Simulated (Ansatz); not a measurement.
# What uniaxial strain ε_zz = +3.00 % does to Rb

Start from Rb in the bcc (W type) structure (space group Im-3m, No. 229; a = 5.571 Å; relaxed with 0.1 eV smearing). Axes: x, y, z lie along the cube axes.

It is then changed as follows: the cell is stretched by 3.00 % along z with no lateral relaxation, atoms relaxed at fixed cell.

Method: DFT with PBEsol, PAW potentials and a 420 eV plane-wave cutoff in Ansatz (a first-principles code), without spin-orbit coupling. Γ-centred 17×17×17 mesh, Fermi–Dirac width 0.1 eV.

- Volume per atom = 89.06 Å³ (base 86.46 Å³)
- Space group = I4/mmm (No. 139) (base Im-3m (No. 229))
- Energy relative to the base (free energy F) = +0.7 meV/atom
- Pressure (mean of the normal stresses, compression positive) = -0.1 GPa (base 0.0 GPa)
- Band gap = zero (base zero)
- Stress (xx, yy, zz, yz, xz, xy; compression positive) = (-0.1, -0.1, -0.1, 0.0, 0.0, 0.0) GPa

Cost of the whole job for the changed cell (relaxation, final SCF and bands): very roughly 27 core-seconds.

Stability against distortions was not tested. The final runs are not spin-polarised.
